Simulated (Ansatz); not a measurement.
# Hypothetical rock salt WGe: pressure series

The reference is WGe in the rock salt structure (space group Fm-3m, No. 225; a hypothetical phase, not in the database extracts checked).

```yaml
crystal:
  lattice:
    - [0.00000, 2.57811, 2.57811]
    - [2.57811, 0.00000, 2.57811]
    - [2.57811, 2.57811, 0.00000]
  atoms:
    - { symbol: Ge, position: [0.00000, 0.00000, 0.00000] }
    - { symbol: W, position: [0.50000, 0.50000, 0.50000] }
```

Cell and atoms are relaxed at each pressure.

Level of theory: PBE/PAW in Ansatz (a program for electronic structure), without spin-orbit coupling, earlier PAW set.

Notes on the quantities. enthalpy: H = E + PV relative to the base's energy.

```tsv
variant	shortest interatomic distance	enthalpy
base	2.578 Å	–
pressure −2 GPa	2.588 Å	-0.22 eV/atom
pressure −1 GPa	2.583 Å	-0.11 eV/atom
pressure 0.9 GPa	2.574 Å	+0.10 eV/atom
pressure 2.1 GPa	2.568 Å	+0.22 eV/atom
pressure 4.5 GPa	2.557 Å	+0.48 eV/atom
pressure 9 GPa	2.538 Å	+0.94 eV/atom
pressure 15 GPa	2.515 Å	+1.54 eV/atom
pressure 22.5 GPa	2.491 Å	+2.28 eV/atom
pressure 30 GPa	2.469 Å	+2.99 eV/atom
```

Load acts through the strain it causes; cell and atoms are relaxed under it. Whether these cells are dynamically stable was not tested. No other phases were tried under pressure. The final runs are not spin-polarised. WGe has a high density of states at the Fermi level and may be magnetic at this level.
